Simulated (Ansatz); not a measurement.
Defect: interstitial H in rock-salt TiN, neutral cell. The step: one H atom jumps by itself (a rearrangement that moves the defect's centre by under 1 Å); the atom moves 0.83 Å along (0.11, -0.11, 0.11) of the unit cell; the moving atom starts with neighbours 4 N at 1.95; 4 Ti at 1.81 Å and ends with N at 1.06; 3 Ti at 1.92 Å. DFT values are from Ansatz (plane-wave PAW, 420 eV unless said) in a cell of 64 host sites, spin-restricted, static, with no finite-size correction. Sites that were not tried may lie lower. The start lies 0.063 eV above the lowest site run (PBE). The order of the sites in energy changes with the mesh. For the PBE band: the saddle point's order was not checked, and it lies on a symmetry element of the cell, where a band can be held.

| Level | Forward barrier (eV) | Cost of the band or of the saddle's single point |
|---|---|---|
| CHGNet universal potential (has no charge state), its own band | 0.12 | - |
| PBE, a 3×3×3 k-point mesh shifted by half a step, band relaxed | 0.33 | roughly 5 core-hours |
| PBE, a 4×4×4 k-point mesh shifted by half a step, same geometries | 0.28 | roughly 18 core-minutes |
| r2SCAN at 500 eV, a 3×3×3 k-point mesh shifted by half a step, same geometries | (withheld) | very roughly 18 core-minutes |

**Question.** Fill in the missing entries.

**Answer.** 
- r2SCAN at 500 eV, a 3×3×3 k-point mesh shifted by half a step, same geometries, Forward barrier (eV): 0.41

Ansatz is a first-principles code.
